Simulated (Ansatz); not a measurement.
The starting structures come from a database of crystals and need not be the phases stable at ambient conditions.

By PBEsol, the system below comes out a metal.

Without scattering a metal conducts by its projected Fermi surface.

Here is the system:

```yaml
crystal:
  lattice:
    - [3.40716, 0.00000, 0.00000]
    - [0.00000, 4.81845, 0.00000]
    - [1.70358, 2.40923, 1.70358]
  atoms:
    - { symbol: Zr, position: [0.00000, 0.00000, 0.00000] }
    - { symbol: H, position: [0.50000, 0.75000, 0.00000] }
    - { symbol: H, position: [0.50000, 0.25000, 0.00000] }
```

Space group of this cell: Fm-3m, fluorite. The cell is taken as given; by PBEsol its mean pressure is -4.6 GPa.

The current flows along the normal of the first two printed cell vectors, the (110) plane of the conventional cell. No spin-orbit coupling; the value is a mean over 0.1 eV about the Fermi level.

Q: Compute, with Ansatz (a first-principles code) with PBEsol, the ballistic conductance per area.

A: 0.57 × 10¹⁵ S/m² for both spins.
